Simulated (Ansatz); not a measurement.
# CdS, response to strain

The reference is CdS in the zinc blende structure (space group F-43m, No. 216; a = 5.878 Å). Axes: x, y, z lie along the cube axes.

Strains are applied to the cell and any free atomic positions relax.

Level of theory: Ansatz (an electronic-structure program) r2SCAN, no SOC.

Notes on the quantities. pressure: mean of the normal stresses, compression positive.

```tsv
change	band gap	pressure	volume per atom
base	1.54 eV	0.01 GPa	25.38 Å³
uniaxial strain ε_zz = +0.50 %	1.53 eV	-0.29 GPa	25.51 Å³
uniaxial strain ε_zz = +1.00 %	1.51 eV	-0.59 GPa	25.64 Å³
uniaxial strain ε_zz = +1.50 %	1.49 eV	-0.87 GPa	25.76 Å³
uniaxial strain ε_zz = +2.00 %	1.48 eV	-1.15 GPa	25.89 Å³
uniaxial strain ε_zz = +2.50 %	1.46 eV	?	26.02 Å³
uniaxial strain ε_zz = +3.00 %	1.44 eV	?	26.14 Å³
```

**Question.** Some entries are withheld; estimate them.

**Answer.** 
- uniaxial strain ε_zz = +2.50 %, pressure: -1.43 GPa
- uniaxial strain ε_zz = +3.00 %, pressure: -1.69 GPa

Stability against distortions was not tested.
